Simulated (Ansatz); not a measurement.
Defect: interstitial I in silicon, charge state -1. All values below come from PBE, PAW (plane waves to 420 eV; Ansatz, a quantum-chemistry and plane-wave program).

Cell of 64 host sites held at the relaxed PBE lattice; a 2×2×2 k-point mesh shifted by half a step; Fermi-Dirac width 0.01 eV, spin-restricted; finite-size errors left in. Energies are static. Spin-orbit coupling is left out. The charge state is imposed; whether it is stable for some Fermi level was not computed. Sites that were not tried may lie lower.

The step: a concerted move, in which Si travels most. Atoms about the jump, Cartesian Å from the middle of the jump, before and after:

| atom | x0 | y0 | z0 | x1 | y1 | z1 |
|---|---|---|---|---|---|---|
| Si1 | 0.75 | 0.75 | 0.00 | -0.75 | -0.75 | 0.00 |
| Si2 | -1.38 | 1.42 | -0.66 | -1.42 | 1.38 | -0.66 |
| Si3 | 1.51 | -1.37 | -0.72 | 1.37 | -1.51 | -0.72 |
| I4 | -0.12 | -0.71 | 2.02 | 0.71 | 0.12 | 2.02 |
| Si5 | -2.70 | -0.03 | -1.94 | -2.74 | -0.03 | -1.97 |
| Si6 | 0.03 | 2.74 | -1.97 | 0.03 | 2.70 | -1.94 |
| Si7 | 0.03 | -2.74 | -1.94 | 0.01 | -2.86 | -2.03 |
| Si8 | 2.86 | -0.01 | -2.03 | 2.74 | -0.03 | -1.94 |
| Si9 | -1.34 | -1.40 | -3.31 | -1.34 | -1.40 | -3.32 |
| Si10 | 1.40 | 1.34 | -3.32 | 1.40 | 1.34 | -3.31 |

Question: Where do these atoms stand at the saddle point, and how high is it?

Answer: 
```json
[
 {"atom": "Si1", "x": "0.03", "y": "-0.03", "z": "-0.32"},
 {"atom": "Si2", "x": "-1.53", "y": "1.53", "z": "-0.80"},
 {"atom": "Si3", "x": "1.59", "y": "-1.59", "z": "-0.81"},
 {"atom": "I4", "x": "0.06", "y": "-0.04", "z": "2.11"},
 {"atom": "Si5", "x": "-2.76", "y": "-0.02", "z": "-2.02"},
 {"atom": "Si6", "x": "0.02", "y": "2.76", "z": "-2.02"},
 {"atom": "Si7", "x": "0.05", "y": "-2.83", "z": "-2.02"},
 {"atom": "Si8", "x": "2.83", "y": "-0.05", "z": "-2.02"},
 {"atom": "Si9", "x": "-1.33", "y": "-1.40", "z": "-3.32"},
 {"atom": "Si10", "x": "1.40", "y": "1.33", "z": "-3.32"}
]
```
It lies 1.18 eV above the start and 1.18 eV above the end. The saddle point's order was not checked, and it lies on a symmetry element of the cell, where a band can be held.
